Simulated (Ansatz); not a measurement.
Competing hops of N vacancy in wurtzite GaN, charge state +3

Consider N vacancy in wurtzite GaN, charge state +3. Calculation: PBE, PAW (plane waves to 420 eV; Ansatz, a program for electronic structure).

Settings: 72 host sites, the relaxed PBE lattice, one k-point at (0.125, 0.250, 0.250), smearing 0.01 eV, spin-restricted, no image-charge correction. Energies are static. The charge state is imposed; whether it is stable for some Fermi level was not computed. Forms of the defect that were not tried may lie lower.

Barriers: single points on a 2×2×2 k-point mesh shifted by half a step along c at the bands' geometries (they differ from the bands' own by up to 0.10 eV, and are uncertain by about as much).

```
Route                                                   Start site over the lowest site run (eV)  Hop (Å)  Forward barrier (eV)  Backward barrier (eV)                 Neighbours at the start              Neighbours at the saddle                        Saddle order  Forward, on the band's own sampling (eV)
------------------------------------------------------  ----------------------------------------  -------  --------------------  ---------------------  --------------------------------------  ------------------------------------  ----------------------------------  ----------------------------------------
one N atom jumps into the vacancy from a nearby N site                                      0.00     3.21                  2.49                   2.49  Ga at 1.89, Ga at 1.98, 2 Ga at 1.99 Å            Ga at 1.86, 2 Ga at 2.26 Å  not checked, on a symmetry element                                      2.39
one N atom jumps into the vacancy from a nearby N site                                      0.00     3.25                  2.62                   2.62  Ga at 1.89, 2 Ga at 1.97, Ga at 2.03 Å  Ga at 1.81, Ga at 1.91, Ga at 2.30 Å                         not checked                                      2.60
```

Paths come from CI-NEB runs. Of the routes that converged and passed our checks, the lowest saddle point lies 2.49 eV above the lowest of the sites run (one N atom jumps into the vacancy from a nearby N site); other sites, such as split forms, and other routes may lie lower. A band can be held on a symmetry element, so unchecked saddle points there may be too high.

The whole set of runs took very roughly 1.4 core-hours.
